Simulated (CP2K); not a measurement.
CP2K run on Ca3Mg (I4/mmm, 4 atoms in the cell): self-consistent single point

Level of theory: LDA (Pade form), GPW, DZVP-MOLOPT-SR-GTH basis, GTH-PADE potentials (GTH_POTENTIALS) run with CP2K 2026.2.

Input as run:

```
&GLOBAL
  PROJECT ca3mg
  RUN_TYPE ENERGY_FORCE
  PRINT_LEVEL LOW
&END GLOBAL
&FORCE_EVAL
  METHOD Quickstep
  STRESS_TENSOR ANALYTICAL
  &DFT
    BASIS_SET_FILE_NAME BASIS_MOLOPT
    POTENTIAL_FILE_NAME GTH_POTENTIALS
    &QS
      METHOD GPW
      EPS_DEFAULT 1E-10
    &END QS
    &MGRID
      CUTOFF 1000
      REL_CUTOFF 60
      NGRIDS 5
    &END MGRID
    &SCF
      SCF_GUESS ATOMIC
      EPS_SCF 1E-6
      MAX_SCF 100
      ADDED_MOS 8
      &DIAGONALIZATION
        ALGORITHM STANDARD
      &END DIAGONALIZATION
      &MIXING
        METHOD BROYDEN_MIXING
        ALPHA 0.3
        NBUFFER 10
        BETA 1
      &END MIXING
      &SMEAR ON
        METHOD FERMI_DIRAC
        ELECTRONIC_TEMPERATURE [K] 580.23
      &END SMEAR
    &END SCF
    &KPOINTS
      SCHEME MONKHORST-PACK 7 7 7
    &END KPOINTS
    &XC
      &XC_FUNCTIONAL PADE
      &END XC_FUNCTIONAL
    &END XC
    &PRINT
      &MO
        EIGENVALUES T
        OCCUPATION_NUMBERS T
        NDIGITS 8
        FILENAME mo
        &EACH
          QS_SCF 0
        &END EACH
        ADD_LAST NUMERIC
      &END MO
      &MULLIKEN OFF
      &END MULLIKEN
    &END PRINT
  &END DFT
  &SUBSYS
    &CELL
      ABC 6.62287000 6.62287005 6.62287011
      ALPHA_BETA_GAMMA 131.89139269 131.89139636 70.40061669
      PERIODIC XYZ
    &END CELL
    &COORD
      SCALED
      Ca       0.50000000     0.50000000     0.00000000
      Ca       0.25000000     0.75000000     0.50000000
      Ca       0.75000000     0.25000000     0.50000000
      Mg       0.00000000     0.00000000     0.00000000
    &END COORD
    &KIND Ca
      BASIS_SET DZVP-MOLOPT-SR-GTH
      POTENTIAL GTH-PADE-q10
    &END KIND
    &KIND Mg
      BASIS_SET DZVP-MOLOPT-SR-GTH
      POTENTIAL GTH-PADE-q10
    &END KIND
  &END SUBSYS
  &PRINT
    &FORCES ON
    &END FORCES
    &STRESS_TENSOR ON
    &END STRESS_TENSOR
  &END PRINT
&END FORCE_EVAL
```

Output (repeated stretches shortened):

```
 GLOBAL| Method name                                                        CP2K
 GLOBAL| Project name                                                      ca3mg
 GLOBAL| Run type                                                   ENERGY_FORCE

 TOTAL NUMBERS AND MAXIMUM NUMBERS

  Total number of            - Atomic kinds:                                   2
                             - Atoms:                                          4
                             - Shell sets:                                     4
                             - Shells:                                        23
                             - Primitive Cartesian functions:                 25
                             - Cartesian basis functions:                     54
                             - Spherical basis functions:                     51

  Maximum angular momentum of- Orbital basis functions:                        2
                             - Local part of the GTH pseudopotential:          2
                             - Non-local part of the GTH pseudopotential:      3

 SCF PARAMETERS         Density guess:                                    ATOMIC
                        max_scf:                                             100
                        max_diis:                                              4
                        eps_scf:                                        1.00E-06
                        eps_diis:                                       1.00E-01
                        eps_eigval:                                     1.00E-05
                        level_shift [a.u.]:                             0.000000
                        added MOs                                         8    0
                        Mixing method:                            BROYDEN_MIXING
                                                charge density mixing in g-space
                        Smear method:                                FERMI_DIRAC
                        Electronic temperature [K]:                        580.2
                        Electronic temperature [a.u.]:                  1.84E-03
                        Accuracy threshold:                             1.00E-10
                        No outer SCF

 Extrapolation method: initial_guess

 Number of electrons:                                                         40
 Number of occupied orbitals:                                                 20
 Number of molecular orbitals:                                                28

 Number of orbital functions:                                                 51
 Number of independent orbital functions:                                     51

 SCF WAVEFUNCTION OPTIMIZATION

  Step     Update method      Time    Convergence         Total energy    Change
     1 NoMix/Diag. 0.30E+00      -     1.56624322      -173.7035181225 -1.74E+02
     2 Broy./Diag. 0.30E+00      -     0.03519181      -173.1930701983  5.10E-01
     3 Broy./Diag. 0.30E+00      -     0.09566188      -173.2864689628 -9.34E-02
     4 Broy./Diag. 0.30E+00      -     0.00326090      -173.3682728410 -8.18E-02
     5 Broy./Diag. 0.30E+00      -     0.00142395      -173.3502295764  1.80E-02
     6 Broy./Diag. 0.30E+00      -     0.00150682      -173.3365800001  1.36E-02
     7 Broy./Diag. 0.30E+00      -     0.00031827      -173.3319925498  4.59E-03
     8 Broy./Diag. 0.30E+00      -     0.00018249      -173.3339779314 -1.99E-03
     9 Broy./Diag. 0.30E+00      -     0.00001523      -173.3348042093 -8.26E-04
    10 Broy./Diag. 0.30E+00      -     0.00001322      -173.3344881619  3.16E-04
    11 Broy./Diag. 0.30E+00      -     0.00000173      -173.3343886642  9.95E-05
    12 Broy./Diag. 0.30E+00      -     0.00000224      -173.3344033808 -1.47E-05
    13 Broy./Diag. 0.30E+00      -     0.00000013      -173.3344047375 -1.36E-06

  *** SCF run converged in    13 steps ***

  Electronic density on regular grids:        -39.9999999830        0.0000000170
  Core density on regular grids:               39.9999999984       -0.0000000016
  Total charge density on r-space grids:        0.0000000154
  Total charge density g-space grids:           0.0000000154

  Overlap energy of the core charge distribution:               0.00000000000000
  Self energy of the core charge distribution:               -350.72218799047522
  Core Hamiltonian energy:                                     90.56417812853005
  Hartree energy:                                             110.05303958541330
  Exchange-correlation energy:                                -23.22803833131772
  Electronic entropic energy:                                  -0.00139612960437
  Fermi energy:                                                 0.13650631149695

  Total energy:                                              -173.33440473751816
  Total energy (extrapolated to T->0):                       -173.33370667271598

 ENERGY| Total FORCE_EVAL ( QS ) energy [hartree]           -173.334404324031311

 FORCES| Atomic forces [hartree/bohr]
 FORCES|   Atom     x               y               z               |f|
 FORCES|      1 -4.83032998E-16  3.51400633E-14 -7.88215734E-10   7.88215735E-10
 FORCES|      2  3.19539159E-09 -1.26243329E-09  1.52664099E-09   3.75964067E-09
 FORCES|      3 -3.19560462E-09  1.26240541E-09 -2.71806454E-09   4.38103083E-09
 FORCES|      4 -3.43949653E-14 -1.60487582E-14  1.96710659E-09   1.96710659E-09
 FORCES| Sum    -2.47902643E-13 -8.78784696E-15 -1.25326955E-11
 FORCES| Total atomic force                                       1.25351502E-11

 STRESS| Analytical stress tensor [bar]
 STRESS|                        x                   y                   z
 STRESS|      x       -2.20387522190E+04   6.32464735010E+01  -3.66296990620E-02
 STRESS|      y        6.32464735010E+01  -2.20837729612E+04  -2.87850760923E-02
 STRESS|      z       -3.66296990620E-02  -2.87850760923E-02  -2.21284799046E+04
 STRESS| 1/3 Trace                                            -2.20836683616E+04
```

The run converged in 13 iterations.

The starting cell comes from a database of computed structures (which also holds hypothetical and non-ambient phases and stackings), without a prior relaxation at this level. Its lattice was rescaled by a random factor within 2.5 % of one. Values carry the incompleteness of an atom-centred basis.

Cost on one core of a shared machine: roughly 40 s.
